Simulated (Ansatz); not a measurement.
Here is the system:

End structure of H on graphene, one in a 3x3 cell, started at the site 'hollow C':

```yaml
crystal:
  lattice:
    - [7.39946, 0.00000, 0.00000]
    - [-3.69973, 6.40812, 0.00000]
    - [0.00000, 0.00000, 19.00000]
  atoms:
    - { symbol: C, position: [0.11172, 0.22165, 0.52159] }
    - { symbol: C, position: [0.11290, 0.55556, 0.50002] }
    - { symbol: C, position: [0.11290, 0.88891, 0.50002] }
    - { symbol: C, position: [0.44444, 0.22045, 0.50002] }
    - { symbol: C, position: [0.44444, 0.55556, 0.50000] }
    - { symbol: C, position: [0.44505, 0.88831, 0.49640] }
    - { symbol: C, position: [0.77780, 0.22046, 0.50002] }
    - { symbol: C, position: [0.77838, 0.55498, 0.50145] }
    - { symbol: C, position: [0.77780, 0.88891, 0.50001] }
    - { symbol: C, position: [0.22529, 0.10807, 0.50343] }
    - { symbol: C, position: [0.22529, 0.44879, 0.50341] }
    - { symbol: C, position: [0.22340, 0.77749, 0.49705] }
    - { symbol: C, position: [0.55587, 0.10995, 0.49705] }
    - { symbol: C, position: [0.55619, 0.44388, 0.50161] }
    - { symbol: C, position: [0.55587, 0.77749, 0.49704] }
    - { symbol: C, position: [0.88457, 0.10807, 0.50342] }
    - { symbol: C, position: [0.88948, 0.44388, 0.50162] }
    - { symbol: C, position: [0.88948, 0.77716, 0.50161] }
    - { symbol: H, position: [0.11172, 0.22167, 0.58095] }
```

Model: 19-atom slab, 4x4x1 mesh, Fermi-Dirac 0.05 eV, dipole correction, single point; on the structure that PBE left under its start's symmetry; spin-polarised, no spin-orbit, no U, no dispersion correction. The program's check for a lower electronic state was not made. At the end it is bonded to C. In PBE it is, or lies within 0.03 eV of, the lowest of the starts that converged; the order may differ at this level.

A negative adsorption energy means that the adsorbate is more stable on the surface than in its reference.

### Question
Give the change of the step from the bottom to the top vacuum level, against the clean slab at the level r2SCAN, at the PBE geometry and the start's symmetry in Ansatz (a first-principles code).

### Answer
-0.39 eV

### Question
Give the adsorption energy against ½ H2(g) at the same level at the level r2SCAN, at the PBE geometry and the start's symmetry.

### Answer
1.39 eV
